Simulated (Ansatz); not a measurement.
## GaSb: pressure series

Take GaSb in the zinc blende structure (space group F-43m, No. 216) as the base.

```
CELL_PARAMETERS angstrom
      0.00000     3.05573     3.05573
      3.05573     0.00000     3.05573
      3.05573     3.05573     0.00000
ATOMIC_POSITIONS crystal
  Ga 0.00000 0.00000 0.00000
  Sb 0.25000 0.25000 0.25000
```

Cell and atoms are relaxed at each pressure.

Computed with PBEsol (Ansatz, a program for electronic structure; PAW; 420 eV plane waves; no spin-orbit coupling).

Notes on the quantities. enthalpy: H = E + PV relative to the base's energy.

```csv
variant,enthalpy,band gap,volume per atom
base,–,zero,28.53 Å³
pressure −2 GPa,-0.36 eV/atom,zero,29.79 Å³
pressure −1 GPa,-0.18 eV/atom,zero,29.12 Å³
pressure 0.9 GPa,+0.16 eV/atom,0.12 eV,28.06 Å³
pressure 2.1 GPa,+0.37 eV/atom,0.27 eV,27.48 Å³
pressure 4.5 GPa,+0.77 eV/atom,0.51 eV,26.51 Å³
pressure 9 GPa,+1.49 eV/atom,0.60 eV,25.09 Å³
pressure 15 GPa,+2.41 eV/atom,0.48 eV,23.67 Å³
pressure 22.5 GPa,+3.48 eV/atom,0.35 eV,22.33 Å³
pressure 30 GPa,+4.50 eV/atom,0.22 eV,21.29 Å³
```

With Sb present, leaving out spin-orbit coupling can change the band edges. Load acts through the strain it causes; cell and atoms are relaxed under it. Stability against distortions was not tested. Tetrahedral semiconductors of this kind turn to denser phases somewhere between about 1 and 50 GPa; those were not computed, so compressed cells here can lie past the real transition. All final runs are without spin polarisation. The zero or small gap of GaSb can change with the level of theory.
